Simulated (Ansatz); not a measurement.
# Worked example: self-consistent single point of TiO2 (I4_1/amd, 6 atoms in the cell) in Ansatz

Method of the run: PBE (plane waves, PAW; Ansatz, a first-principles code).

The input file:

Ansatz 0.2 input:
```yaml
# TiO2
crystal:
  lattice:
    - [-1.89250000, 1.89250000, 4.75500000]
    - [1.89250000, -1.89250000, 4.75500000]
    - [1.89250000, 1.89250000, -4.75500000]
  atoms:
    - { symbol: Ti, position_ang: [0.00000000, 1.89250000, 2.37750000] }
    - { symbol: Ti, position_ang: [0.00000000, 0.00000000, 0.00000000] }
    - { symbol: O, position_ang: [0.00000000, 1.89250000, 0.39942000] }
    - { symbol: O, position_ang: [0.00000000, -0.00000000, 7.53192000] }
    - { symbol: O, position_ang: [0.00000000, -0.00000000, 1.97808000] }
    - { symbol: O, position_ang: [0.00000000, 1.89250000, 4.35558000] }
kpoints:
  mp_grid: { grid: [6, 6, 6] }
hamiltonian:
  xc: pbe
  pseudopotentials: { kind: paw }
scf:
  occupations: { method: fermi_dirac, width: 0.05 }
output:
  forces: true
  eigenvalues: true
  stress: true
```

Output (repeated stretches shortened):

```
WARN basis.ecutwfc = 420 eV, the default
WARN ansatz: RAYON_NUM_THREADS=1 ignored (pool sized by the plan → 1); use --threads N
basis.fft_grid_basis auto: the FFT boxes are laid along the combinations [[1, 0, 1], [0, 1, 1], [0, 0, 1]] of the cell's own vectors, 3.785, 3.785 and 5.456 Å …
Pseudopotentials: kind: paw
Pseudopotential: Ti, paw, valence charge 12
Pseudopotential: O, paw, valence charge 6
Crystal: 6 atoms, lattice volume = 68.121 Å³
Basis set: ecut = 420 eV, 1323 PW (Γ), FFT grids on a1+a3, a2+a3, a3, exchange–correlation on 54×54×80 points (8 copies of the dense FFT grid, shifted against one another)
Bands: 30, of which v1, the nominal top of the filled ones, is band 24 counted from 1 (23 counted from 0)
Symmetry: 16 space group operations
Space group: I41/amd (ITA 141), of the structure as read, at distance tolerance 4.1e-5 Å
k-points: 30 of 216
Initial density: superposition of atomic densities (neutral atoms: chi_scale 0, normalization atom), corrected by the library's trained network
Initial wavefunctions: pseudopotential atomic-orbital guess
Eigensolver: davidson
Functional: x = pbe(κ = 0.804, μ = 0.2195149727645171), c = pbe(β = 0.06672455060314922)
SCF iter   1: F=—  HF=-7277.468558 eV  |F-HF|=—  |Δ(HF+E_count)|=         —  Δρ=3.44e-3  dr2=3.14e-3  ethr=1.77e-3  ⟨swp⟩=4.8  Hψ=3674  notcnv=0
all-band conjugate gradients solve this SCF's bands
preconditioner: auto → none
SCF iter   2: F=—  HF=-7277.470231 eV  |F-HF|=—  |Δ(HF+E_count)|=   1.67e-3  Δρ=2.62e-3  dr2=3.46e-3  ethr=6.53e-6  ⟨swp⟩=3.0  Hψ=1968  notcnv=0  defer=45
SCF iter   3: F=—  HF=-7277.470107 eV  |F-HF|=—  |Δ(HF+E_count)|=   1.24e-4  Δρ=1.47e-3  dr2=1.01e-3  ethr=6.53e-6  ⟨swp⟩=2.0  Hψ=1426  notcnv=0  defer=45
SCF iter   4: F=—  HF=-7277.470226 eV  |F-HF|=—  |Δ(HF+E_count)|=   1.19e-4  Δρ=6.32e-4  dr2=1.73e-4  ethr=2.11e-6  ⟨swp⟩=2.0  Hψ=1009  notcnv=0  defer=45
SCF iter   5: F=—  HF=-7277.470262 eV  |F-HF|=—  |Δ(HF+E_count)|=   3.67e-5  Δρ=1.39e-4  dr2=8.58e-6  ethr=3.61e-7  ⟨swp⟩=2.0  Hψ=1100  notcnv=0  defer=45
SCF iter   6: F=—  HF=-7277.470122 eV  |F-HF|=—  |Δ(HF+E_count)|=   1.40e-4  Δρ=1.28e-5  dr2=2.58e-8  ethr=2.08e-10  ⟨swp⟩=6.9  Hψ=4497  notcnv=0
SCF iter   7: F=-7277.470122 eV  HF=-7277.470122 eV  |F-HF|=4.37e-11  |Δ(HF+E_count)|=   6.56e-8  Δρ=1.47e-6  dr2=7.21e-10  ethr=5.38e-11  ⟨swp⟩=1.9  Hψ=2989  notcnv=0
SCF 1 converged in 7 iterations: F = -7277.470122 eV  dr2 = 7.21e-10
SCF converged after 7 iterations
Free energy (F): -7277.470122 eV
Harris-Foulkes:  -7277.470122 eV  (|F-HF|=4.37e-11)
Internal energy: -7277.470122 eV  (E = F + TS)
E sigma→0 (E₀):  -7277.470122 eV
Fermi energy:    8.418536 eV
--- Per-component energies (eV) ---
  E_band       = -455.180785
  E_kinetic    = 1248.528900
  E_local      = -3571.483721  (includes V_loc(G=0)·N_el)
  E_nonlocal   = 196.563552
  E_hartree    = 1385.859494
  E_xc         = -492.976684
  E_vxc        = -624.325122  (∫ρ·V_xc dr)
  E_paw        = -2722.317408  (= ΣΔE_a)
  E_vpaw       = -476.194650  (= ΣTr[D̂ρ^β])
  E_aug_tail   = 0.010056  (compensation charges beyond the density's cutoff)
  E_ewald      = -3321.654311
  E_smearing   = -0.000000  (= −TS)
  E_closure    = 0.000000  (closes the sum)
  Σ components = -7277.470122   (vs F -7277.470122, Δ=0.00e0)
--- Forces (eV/Å), atoms counted from 1 ---
  atom   1  Ti     0.00000000     0.00000000     0.00000000
  atom   2  Ti     0.00000000     0.00000000     0.00000000
  atom   3  O      0.00000000    -0.00000000    -0.12574394
  atom   4  O     -0.00000000    -0.00000000    -0.12574394
  atom   5  O     -0.00000000    -0.00000000     0.12574394
  atom   6  O      0.00000000     0.00000000     0.12574394
  max |Σ_I F_I| component: 1.73e-18 eV/Å
--- Stress (GPa, compression-positive) ---
        4.694042       0.000000       0.000000
        0.000000       4.694042       0.000000
        0.000000      -0.000000       6.340930
  P = ⅓ Tr σ = 5.2430 GPa (52.430 kbar)
  The stress holds the Pulay correction. Without it, at fixed plane waves, as pw.x and ABINIT print it: P = 4.5627 GPa
--- Band table (eV; the first three rows and the last of 30) ---
  k-point 0: bands = ["-48.9972", "-48.9355", "-25.4791", "-25.2383", "-25.2383", "-25.1654", "-25.1654", "-25.0791", "-10.3298", "-9.3116", "-9.1628", "-8.8260", "3.3818", "3.5092", "3.5092", "3.9160", "5.2530", "5.2530", "5.3057", "6.5671", [...]
  k-point 1: bands = ["-48.9920", "-48.9386", "-25.4764", "-25.2853", "-25.2538", "-25.1923", "-25.1641", "-25.0722", "-10.0721", "-9.1594", "-9.0540", "-8.7529", "3.0459", "3.2312", "3.3225", "3.9663", "4.7912", "5.3088", "5.4661", "5.8052", [...]
  k-point 2: bands = ["-48.9787", "-48.9479", "-25.4678", "-25.3721", "-25.2814", "-25.2477", "-25.1486", "-25.0811", "-9.4715", "-8.9020", "-8.8072", "-8.6208", "2.6121", "2.8847", "3.1362", "4.0939", "4.2154", "4.2671", "4.4034", "4.7053", [...]
  k-point 29: bands = ["-48.9664", "-48.9664", "-25.2827", "-25.2827", "-25.2621", "-25.2621", "-25.1412", "-25.1412", "-9.7395", "-9.7395", "-9.1001", "-9.1001", "3.5986", "3.5986", "3.6415", "3.6415", "5.2787", "5.2787", "5.9881", "5.9881", [...]
```

The run converged in 7 iterations.

The starting cell has typed, rounded lattice constants, without a prior relaxation at this level. With a pressure of about 5 GPa the cell is away from its equilibrium volume at this level. Ansatz's pressure includes its estimate of the finite-basis (Pulay) stress. Without the estimate this run gives 4.56 GPa.
